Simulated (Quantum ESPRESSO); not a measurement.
# Short convergence ladders for HfC (I4mm, 2 atoms in the cell)

```
CELL_PARAMETERS angstrom
      0.00000     2.33160     2.33160
      2.33160     0.00000     2.33160
      2.33160     2.33160     0.00000
ATOMIC_POSITIONS crystal
  Hf 0.01072 0.01072 0.98928
  C  0.50000 0.50000 0.50000
```

Base method: LDA (PZ), PSlibrary PAW (LDA) pseudopotentials (plane waves; Quantum ESPRESSO).

Base settings: ecutwfc = 55 Ry; ecutrho = 495 Ry; occupations = smearing; smearing = fermi-dirac; degauss = 0.0073499 Ry; potentials = {Hf: Hf.pz-spn-kjpaw_psl.1.0.0.UPF, C: C.pz-n-kjpaw_psl.1.0.0.UPF}; K_POINTS = automatic 7 7 7 0 0 0; conv_thr = 1e-10 Ry; mixing_beta = 0.4.

The count of work is k-points × plane waves × bands × iterations; it is no time. 

**The k-point mesh at a smearing width of 0.02 eV**

In this ladder: degauss = 0.00147 Ry.

Only quantities that move along the ladder and can be compared are tabulated.

```csv
K_POINTS,free energy less the last step's (meV/atom),pressure (GPa),largest difference of a force vector from the last step's (eV/Å),count of work / last
automatic 4 4 4 0 0 0,36.83,-17.09,0.004,0.012
automatic 6 6 6 0 0 0,5.95,-16.26,0.024,0.026
automatic 9 9 9 0 0 0,2.21,-16.16,0.020,0.062
automatic 13 13 13 0 0 0,-0.04,-16.21,0.003,0.17
automatic 24 24 24 0 0 0,0.00,-16.20,0.000,1.0
```

Coarsest K_POINTS that holds the forces within 0.01 eV/Å of the last step, with all finer ones: automatic 13 13 13 0 0 0, at 0.17 of the last step's count of work; the step before is off by 0.020 eV/Å.

Coarsest K_POINTS that holds the free energy within 1 meV/atom of the last step, with all finer ones: automatic 13 13 13 0 0 0, at 0.17 of the last step's count of work; the step before is off by 2.2 meV/atom.

Coarsest K_POINTS that holds the pressure within 0.5 GPa of the last step, with all finer ones: automatic 6 6 6 0 0 0, at 0.026 of the last step's count of work; the step before is off by 0.89 GPa.

**The width of Fermi-Dirac smearing**

In this ladder: K_POINTS = automatic 12 12 12 0 0 0.

Narrow widths need finer meshes than wide ones, so the last steps can hold mesh noise.

Only quantities that move along the ladder and can be compared are tabulated; pressure and forces are left out, as mesh noise rules them at narrow widths.

```csv
degauss,free energy less the last step's (meV/atom),energy extrapolated to zero width less the last step's (meV/atom)
0.073499 Ry,-482.43,120.53
0.036749 Ry,-81.77,20.71
0.02205 Ry,-22.38,3.70
0.0073499 Ry,0.00,0.00
```

Widest degauss that holds the energy extrapolated to zero width within 2 meV/atom: not settled: the last two steps still differ by 3.7 meV/atom, over half the tolerance, so the ladder does not show it.

Widest degauss that holds the free energy within 5 meV/atom: not settled: the last two steps still differ by 22 meV/atom, over half the tolerance, so the ladder does not show it.

The extrapolation to zero width removes most of the smearing's effect on the energy.

**The SCF threshold**

The mesh stays at the base's, so the ladder's end is converged at best in this setting alone.

Only quantities that move along the ladder and can be compared are tabulated.

```tsv
conv_thr	free energy less the last step's (meV/atom)	largest difference of a force vector from the last step's (eV/Å)	count of work / last
0.0073 Ry	14.02	0.018	0.19
7.3e-05 Ry	0.21	0.000	0.31
7.3e-07 Ry	0.00	0.000	0.56
7.3e-09 Ry	0.00	0.000	0.69
1e-10 Ry	0.00	0.000	0.81
7.3e-14 Ry	0.00	0.000	1.0
```

Coarsest conv_thr that holds the forces within 0.01 eV/Å of the last step, with all finer ones: 7.3e-05 Ry, at 0.31 of the last step's count of work; the step before is off by 0.018 eV/Å.

Coarsest conv_thr that holds the free energy within 0.5 meV/atom of the last step, with all finer ones: 7.3e-05 Ry, at 0.31 of the last step's count of work; the step before is off by 14 meV/atom.

On the base run: the starting cell has typed, rounded lattice constants, without a prior relaxation at this level. Its lattice was rescaled by up to half a per cent. One atom was moved a little off its site on purpose. In the base run, with a pressure of about -16 GPa the cell is away from its equilibrium volume at this level.

Left out of this page: 2 runs of the series outside the window shown, repeating another row's setting, or not comparable.
